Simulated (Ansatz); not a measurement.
Consider the following.

```
MnO
1.0
    0.00000     2.18575     2.18575
    2.18575     0.00000     2.18575
    2.18575     2.18575     0.00000
O Mn
1 1
Direct
  0.00000   0.00000   0.00000
  0.50000   0.50000   0.50000
```

Spin-polarised, with starting moments of sign O+ Mn+.

Computed with r2SCAN (Ansatz, a quantum-chemistry and plane-wave program, PAW, no spin-orbit coupling). Γ-centred 13×13×13 mesh, Fermi–Dirac width 0.05 eV.

Question: Predict the largest site moment.

Answer: 4.21 μB.

Question: What band gap does the calculation give?

Answer: Zero.

Question: Predict the pressure.

Answer: 9.4 GPa.

A case with no gap was solved on a k-mesh chosen for an insulator, which is coarse for it. The cells carry an imposed strain or load. Stability against distortions was not tested. No Hubbard U is applied and the magnetic state is the run's own (MnO ferromagnetic); small cells can't hold the antiferromagnetic order that many such compounds have, so gaps and moments can be off. The cell was made from MnO in the rock salt structure (space group Fm-3m, No. 225; ferromagnetic) by this change: isotropic strain −1.77 %. In its common phase, real MnO is an antiferromagnetic insulator at low temperature.
